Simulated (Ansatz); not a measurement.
Base system: Cs in the bcc (W type) structure (space group Im-3m, No. 229; relaxed with 0.1 eV smearing).

```
CELL_PARAMETERS angstrom
     -3.00358     3.00358     3.00358
      3.00358    -3.00358     3.00358
      3.00358     3.00358    -3.00358
ATOMIC_POSITIONS crystal
  Cs 0.00000 0.00000 0.00000
```

Cartesian axes are those of the cell as printed.

Computed with Kohn–Sham DFT with the PBEsol functional, run in Ansatz (a first-principles code) with PAW and 420 eV plane waves, no spin-orbit coupling.

Before the change:

| Item | Value |
|---|---|
| Pressure | 0.0 GPa |

Perturbation: biaxial strain −1.00 %, plane normal [001], relaxed out of plane (Cartesian); in-plane vectors clamped, the third vector and the atoms free.

Q: Estimate the effect on the out-of-plane strain, energy relative to the base and pressure.

A: The out-of-plane strain is +1.74 %; the energy is nearly the same; the pressure (mean of the normal stresses, compression positive) is still 0.0 GPa.

Whether these cells are dynamically stable was not tested. The final runs are not spin-polarised.
